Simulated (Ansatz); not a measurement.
The parent structure is ZnSe in the zinc blende structure (space group F-43m, No. 216).

```cif
data_SeZn
_chemical_formula_sum 'Se1 Zn1'
_space_group_name_H-M_alt 'P 1'
_space_group_IT_number 1
_cell_length_a 4.00616
_cell_length_b 4.00616
_cell_length_c 4.00616
_cell_angle_alpha 60.000
_cell_angle_beta 60.000
_cell_angle_gamma 60.000
loop_
_space_group_symop_operation_xyz
  'x, y, z'
loop_
_atom_site_label
_atom_site_type_symbol
_atom_site_fract_x
_atom_site_fract_y
_atom_site_fract_z
_atom_site_occupancy
Se1 Se 0.25000 0.25000 0.25000 1
Zn1 Zn 0.00000 0.00000 0.00000 1
```

All numbers come from r2SCAN (Ansatz, a quantum-chemistry and plane-wave program, PAW, no spin-orbit coupling).

Base values:

| Quantity | Result |
|---|---|
| Lattice parameter a | 10.706 bohr |
| Hole mass | 0.13, 0.60, 0.60 mₑ (at Γ) |
| Valley order | Γ 1.87 eV; L along ⟨111⟩ 3.05 eV; X along ⟨100⟩ 3.34 eV |

Now apply this change: a hydrostatic pressure of 7.5 GPa.

How does this affect the lattice parameter a?

The lattice parameter a falls by 0.3287 bohr, from 10.706 bohr to 10.378 bohr.

What does the calculation give for the hole mass after the change?

The hole mass (degenerate bands, along [100]) becomes 0.15, 0.53, 0.53 mₑ (at Γ) (base: 0.13, 0.60, 0.60 mₑ (at Γ)).

What happens to the mean gap deformation potential ΔEg/Δln V?

The mean gap deformation potential ΔEg/Δln V amounts to -4.4 eV.

How does this affect the valley order?

The valley order (the lowest conduction-band minima on the path, energy above the VBM, named in the base's zone) becomes Γ 2.28 eV; X along ⟨100⟩ 3.11 eV; L along ⟨111⟩ 3.23 eV (base: Γ 1.87 eV; L along ⟨111⟩ 3.05 eV; X along ⟨100⟩ 3.34 eV).

Load acts through the strain it causes; cell and atoms are relaxed under it. Masses are band curvatures over ±0.01 Å⁻¹ around the edge. No phonon test of stability was made. Tetrahedral semiconductors of this kind turn to denser phases somewhere between about 1 and 50 GPa; those were not computed, so compressed cells here can lie past the real transition.
